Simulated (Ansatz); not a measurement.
The parent structure is Ru in the hcp (Mg type) structure (space group P6_3/mmc, No. 194; a = 2.705 Å, c = 4.260 Å). Axes: x lies along a and z along c of the hexagonal cell.

All numbers come from r2SCAN in Ansatz (plane waves to 500 eV, PAW, scalar-relativistic without spin-orbit coupling).

Strains are applied to the cell and any free atomic positions relax; under biaxial strain the out-of-plane vector relaxes too.

One change was made to it. Results:

| quantity | base | after |
|---|---|---|
| volume per atom | 13.49 Å³ | 13.22 Å³ |
| pressure (mean of the normal stresses, compression positive) | 0.0 GPa | 7.1 GPa |
| band gap | zero | zero |

Q: Which of these changes matches the shifts?
A) biaxial strain −2.48 %, plane normal [001], relaxed out of plane
B) biaxial strain −0.47 %, plane normal [001], relaxed out of plane
C) uniaxial strain ε_yy = −5.91 %
D) biaxial strain −1.39 %, plane normal [001], relaxed out of plane

A: D, biaxial strain −1.39 %, plane normal [001], relaxed out of plane. For comparison, the pressure in the other runs: biaxial strain −2.48 %, plane normal [001], relaxed out of plane gives 13.5 GPa; biaxial strain −0.47 %, plane normal [001], relaxed out of plane gives 2.3 GPa; uniaxial strain ε_yy = −5.91 % gives 24.6 GPa.

Without a gap, meshes like the base's 20×20×11 leave anisotropic stresses uncertain by several tenths of a GPa, and small strain energies with them. Whether these cells are dynamically stable was not tested. The final runs are not spin-polarised.

Ansatz is an electronic-structure program.
